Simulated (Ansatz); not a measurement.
## A computed series for HgSe: response to strain

The reference is HgSe in the zinc blende structure (space group F-43m, No. 216; a = 6.063 Å). Axes: x, y, z lie along the cube axes.

Strains are applied to the cell and any free atomic positions relax; under biaxial strain the out-of-plane vector relaxes too.

Method: LDA (Ansatz, an electronic-structure program), without spin-orbit coupling.

Notes on the quantities. energy relative to the base: free energy F.

```tsv
change	energy relative to the base	shortest interatomic distance
base	0 meV/atom	2.625 Å
biaxial strain −3.00 %, plane normal [001], relaxed out of plane	+6.5 meV/atom	___
biaxial strain −2.50 %, plane normal [001], relaxed out of plane	___	2.616 Å
biaxial strain −1.50 %, plane normal [001], relaxed out of plane	___	2.620 Å
biaxial strain −1.00 %, plane normal [001], relaxed out of plane	+0.7 meV/atom	2.622 Å
biaxial strain −0.50 %, plane normal [001], relaxed out of plane	+0.2 meV/atom	2.624 Å
biaxial strain +0.50 %, plane normal [001], relaxed out of plane	+0.2 meV/atom	2.627 Å
biaxial strain +1.00 %, plane normal [001], relaxed out of plane	+0.7 meV/atom	2.629 Å
biaxial strain +2.50 %, plane normal [001], relaxed out of plane	+4.1 meV/atom	2.636 Å
biaxial strain +3.00 %, plane normal [001], relaxed out of plane	+5.8 meV/atom	___
```

Problem. Fill in the withheld entries from the trend.

Solution. 
- biaxial strain −3.00 %, plane normal [001], relaxed out of plane, shortest interatomic distance: 2.614 Å
- biaxial strain −2.50 %, plane normal [001], relaxed out of plane, energy relative to the base: +4.5 meV/atom
- biaxial strain −1.50 %, plane normal [001], relaxed out of plane, energy relative to the base: +1.6 meV/atom
- biaxial strain +3.00 %, plane normal [001], relaxed out of plane, shortest interatomic distance: 2.638 Å

A case with no gap was solved on a k-mesh chosen for an insulator, which is coarse for it. Stability against distortions was not tested. The final runs are not spin-polarised.
